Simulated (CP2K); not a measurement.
Input and output of a self-consistent single point for ZnCu₂SnS₄ (I-4, 8 atoms in the cell) (CP2K).

Method of the run: PBEsol, GPW, DZVP-MOLOPT-SR-GTH basis, GTH-PBE potentials (GTH_POTENTIALS) run with CP2K.

```
ZnCu2SnS4
1.0
    6.46395     0.00000     0.00000
    2.15563     6.09393     0.00000
   -4.30979    -3.04696     3.73154
Zn Cu Sn S
1 2 1 4
Direct
  0.75000   0.25000   0.50000
  0.00000   0.00000   0.00000
  0.25000   0.75000   0.50000
  0.50000   0.50000   0.00000
  0.36432   0.37124   0.47758
  0.62876   0.10634   0.99308
  0.89366   0.88674   0.52242
  0.11326   0.63568   0.00692
```

Reference input (self-consistent single point, DFT PBE, GPW, DZVP-MOLOPT-SR-GTH basis, GTH-PBE potentials (GTH_POTENTIALS)): CUTOFF = 600 Ry; REL_CUTOFF = 50 Ry; SMEAR/METHOD = FERMI_DIRAC; ELECTRONIC_TEMPERATURE = 580.23 K; KPOINTS/SCHEME = MONKHORST-PACK 5 5 5; XC_FUNCTIONAL = PBE; Zn/BASIS_SET = DZVP-MOLOPT-SR-GTH-q12; Zn/POTENTIAL = GTH-PBE-q12; Cu/BASIS_SET = DZVP-MOLOPT-SR-GTH-q11; Cu/POTENTIAL = GTH-PBE-q11; Sn/BASIS_SET = DZVP-MOLOPT-SR-GTH-q4; Sn/POTENTIAL = GTH-PBE-q4. This run's input differs from it in these lines:

```diff
@@ -43,3 +43,6 @@
     &XC
-      &XC_FUNCTIONAL PBE
+      &XC_FUNCTIONAL
+        &PBE
+          PARAMETRIZATION PBESOL
+        &END PBE
       &END XC_FUNCTIONAL
```

Log, with long lists cut:

```
 SCF WAVEFUNCTION OPTIMIZATION

  Step     Update method      Time    Convergence         Total energy    Change
     1 NoMix/Diag. 0.20E+00      -     1.44627226      -201.1362556340 -2.01E+02
     2 Broy./Diag. 0.20E+00      -     0.25524771      -203.4930671528 -2.36E+00
     3 Broy./Diag. 0.20E+00      -     0.02405747      -201.1206746185  2.37E+00
     4 Broy./Diag. 0.20E+00      -     0.08404451      -200.6775785495  4.43E-01
     5 Broy./Diag. 0.20E+00      -     0.04981539      -200.6425642764  3.50E-02
     6 Broy./Diag. 0.20E+00      -     0.00776497      -200.9136071811 -2.71E-01
   [... 7 lines left out ...]
    14 Broy./Diag. 0.20E+00      -     0.00000440      -200.7426313752 -1.06E-04
    15 Broy./Diag. 0.20E+00      -     0.00000401      -200.7425998483  3.15E-05
    16 Broy./Diag. 0.20E+00      -     0.00000183      -200.7425824911  1.74E-05
    17 Broy./Diag. 0.20E+00      -     0.00000081      -200.7425760814  6.41E-06
  *** SCF run converged in    17 steps ***

  Overlap energy of the core charge distribution:               0.00000007298105
  Self energy of the core charge distribution:               -312.63441303254916
  Core Hamiltonian energy:                                     92.49386691313052
  Hartree energy:                                              53.67648130248111
  Exchange-correlation energy:                                -34.27850549005117
  Electronic entropic energy:                                  -0.00000584747309
  Fermi energy:                                                 0.20713668847328

  Total energy:                                              -200.74257608137307
  Total energy (extrapolated to T->0):                       -200.74257315763651

                     Mulliken Population Analysis

   [... lines left out ...]

 STRESS| Analytical stress tensor [bar]
 STRESS|                        x                   y                   z
 STRESS|      x        7.32083961762E+04  -3.13639421796E+02  -8.11093320591E-01
 STRESS|      y       -3.13639421796E+02   7.34300492289E+04  -5.34994470219E-01
 STRESS|      z       -8.11093320591E-01  -5.34994470219E-01   7.36546426157E+04
 STRESS| 1/3 Trace                                             7.34310293403E+04
```

The run converged in 17 iterations. Against the reference run the pressure goes from 10.61 to 7.34 GPa, the largest force goes from 0.427 to 0.679 eV/Å and the gap on the mesh goes from 0.506 to 0.437 eV.

The starting cell comes from a database of computed structures (which also holds hypothetical and non-ambient phases and stackings), without a prior relaxation at this level. Its lattice was rescaled by a random factor within 2.5 % of one. Values carry the incompleteness of an atom-centred basis. The potentials were made for another functional than the one used. With a pressure of about 7 GPa the cell is away from its equilibrium volume at this level.

Cost on one core of a shared machine: roughly 70 s.
